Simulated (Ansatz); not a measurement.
Take ZrSi₂ (space group Cmcm, No. 63; a = 3.704 Å, b = 14.792 Å, c = 3.679 Å) as the base.

(Cell as relaxed with PBE.)

Levels (all Ansatz, a program for electronic structure, PAW): PBE (420 eV, without spin-orbit coupling); r2SCAN (500 eV, no SOC).

Each level relaxes its own structure.

```
base                  PBE    r2SCAN
---------------  --------  --------
volume per atom  16.80 Å³  16.75 Å³
band gap             zero      zero
```

The change: an isotropic linear strain of +2.95 %; the atoms relax in the strained cell.

```tsv
quantity	PBE	r2SCAN
pressure (mean of the normal stresses, compression positive)	-9.3 GPa	[?]
energy relative to the base (free energy F)	+48 meV/atom	[?]
band gap	zero	[?]
```

Given the PBE results, estimate those of r2SCAN.


- pressure (mean of the normal stresses, compression positive), r2SCAN: -9.6 GPa
- energy relative to the base (free energy F), r2SCAN: +49 meV/atom
- band gap, r2SCAN: zero

PBE's pressure lies 0.36 GPa above r2SCAN's; PBE's energy relative to the base lies 1.7 meV/atom below r2SCAN's; the two agree on the band gap. Neither level is exact; r2SCAN is the comparison here, not a measurement.

No phonon test of stability was made. All final runs are without spin polarisation.
